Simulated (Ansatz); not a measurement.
Consider BaAlSiH (space group P3m1, No. 156; a cell from a computed database, its experimental status unchecked).

BaAlSiH has the trigonal space group P3m1 (No. 156), Pearson symbol hP4. Lattice parameters: a = b = 4.309 Å, c = 5.216 Å, α = β = 90.00°, γ = 120.00°. Ba on 1a sees 3 H at 2.580 Å and 3 Si at 3.451 Å and 3 Si at 3.764 Å and 3 Al at 3.464 Å and 3 Al at 3.750 Å. Al on 1c sees 1 H at 1.726 Å and 3 Si at 2.522 Å and 3 Ba at 3.464 Å and 3 Ba at 3.750 Å. Si on 1b is coordinated by 3 Al at 2.522 Å and 3 Ba at 3.451 Å and 3 Ba at 3.764 Å. H on 1c is coordinated by 1 Al at 1.726 Å and 3 Ba at 2.580 Å (tetrahedral). (Neighbours: up to the widest gap in distance over summed covalent radii, below 1.35, at either atom; cation-cation and far metal-metal contacts left out.)

Method: DFT with r2SCAN+rVV10, PAW potentials and a 500 eV plane-wave cutoff in Ansatz (a quantum-chemistry and plane-wave program), no spin-orbit coupling, earlier PAW set.

For the base:

- Gap character: indirect, H–A (92 % along) → k = (0, 0.444, 0.143) in the run's primitive reciprocal basis
- Density: 3.83 g/cm³
- Smallest direct gap: 1.40 eV

It is then changed as follows: a hydrostatic pressure of 22.5 GPa.

### Question
How does this affect the gap character?

### Answer
The gap character changes from indirect, H–A (92 % along) → k = (0, 0.444, 0.143) in the run's primitive reciprocal basis to indirect, A → K.

### Question
What happens to the density?

### Answer
The density grows by 1.20 g/cm³, from 3.83 g/cm³ to 5.03 g/cm³.

### Question
What does the calculation give for the smallest direct gap after the change?

### Answer
The smallest direct gap falls by 0.34 eV (1.40 eV → 1.06 eV).

### Question
Predict the new electron mass.

### Answer
The electron mass is 0.16 mₑ along c, 0.80 mₑ across (at K).

Load acts through the strain it causes; cell and atoms are relaxed under it. Effective masses come from finite differences of ±0.01 Å⁻¹. Stability against distortions was not tested. Competing high-pressure phases were not computed.
